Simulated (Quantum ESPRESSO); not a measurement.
How far to go with the k-point mesh: InSe (Cm, 4 atoms in the cell)

```
CELL_PARAMETERS angstrom
      5.85553    -2.06492     0.00000
      5.85553     2.06492     0.00000
     -1.73185     0.00000     4.79521
ATOMIC_POSITIONS crystal
  In 0.11334 0.11334 0.96359
  In 0.88820 0.88820 0.04684
  Se 0.33907 0.33907 0.33104
  Se 0.66093 0.66093 0.66896
```

Level of theory: PBEsol, GBRV 1.5 ultrasoft (PBESOL) pseudopotentials (plane waves; Quantum ESPRESSO).

Base settings: ecutwfc = 40 Ry; ecutrho = 200 Ry; occupations = fixed; potentials = {In: in_pbesol_v1.4.uspp.F.UPF, Se: se_pbesol_v1.uspp.F.UPF}; K_POINTS = automatic 3 3 3 0 0 0; nbnd = 23; conv_thr = 1e-10 Ry; mixing_beta = 0.7.

Only quantities that move along the ladder and can be compared are tabulated.

The count of work is k-points × plane waves × bands × iterations; it is no time. 

The starting cell comes from a database of computed structures (which also holds hypothetical and non-ambient phases and stackings), without a prior relaxation at this level. Its lattice was rescaled by up to half a per cent. One atom was moved a little off its site on purpose.

Steps (K_POINTS): automatic 2 2 1 0 0 0; automatic 2 2 2 0 0 0; automatic 3 3 2 0 0 0; automatic 3 3 3 0 0 0; automatic 4 4 3 0 0 0; automatic 5 5 4 0 0 0; automatic 6 6 5 0 0 0; automatic 7 7 6 0 0 0; automatic 9 9 7 0 0 0; automatic 11 11 9 0 0 0; automatic 12 12 10 0 0 0; automatic 15 15 12 0 0 0.

Question: What is the coarsest K_POINTS that holds the pressure within 0.2 GPa of the last step, with all finer ones?

Answer: automatic 4 4 3 0 0 0, at 0.023 of the last step's count of work; the step before is off by 0.22 GPa.

Question: What is the coarsest K_POINTS that holds the free energy within 0.5 meV/atom of the last step, with all finer ones?

Answer: automatic 6 6 5 0 0 0, at 0.082 of the last step's count of work; the step before is off by 0.97 meV/atom.

| K_POINTS | free energy less the last step's (meV/atom) | pressure (GPa) | largest difference of a force vector from the last step's (eV/Å) | gap on the mesh (eV) | count of work / last |
|---|---|---|---|---|---|
| automatic 2 2 1 0 0 0 | 278.42 | -0.20 | 0.274 | 1.406 | 0.0045 |
| automatic 2 2 2 0 0 0 | 59.87 | -2.06 | 0.138 | 1.115 | 0.0090 |
| automatic 3 3 2 0 0 0 | 10.71 | -2.42 | 0.182 | 1.446 | 0.012 |
| automatic 3 3 3 0 0 0 | 21.27 | -2.25 | 0.090 | 1.275 | 0.015 |
| automatic 4 4 3 0 0 0 | 2.55 | -2.44 | 0.013 | 1.317 | 0.023 |
| automatic 5 5 4 0 0 0 | 0.97 | -2.47 | 0.005 | 1.050 | 0.045 |
| automatic 6 6 5 0 0 0 | 0.17 | -2.47 | 0.002 | 1.284 | 0.082 |
| automatic 7 7 6 0 0 0 | 0.13 | -2.48 | 0.001 | 1.076 | 0.13 |
| automatic 9 9 7 0 0 0 | 0.01 | -2.48 | 0.000 | 1.123 | 0.22 |
| automatic 11 11 9 0 0 0 | 0.00 | -2.48 | 0.000 | 1.144 | 0.41 |
| automatic 12 12 10 0 0 0 | 0.00 | -2.48 | 0.000 | 1.054 | 0.60 |
| automatic 15 15 12 0 0 0 | 0.00 | -2.48 | 0.000 | 1.050 | 1.0 |

The gap on the mesh jumps up and down from mesh to mesh; it is no smooth measure of convergence.
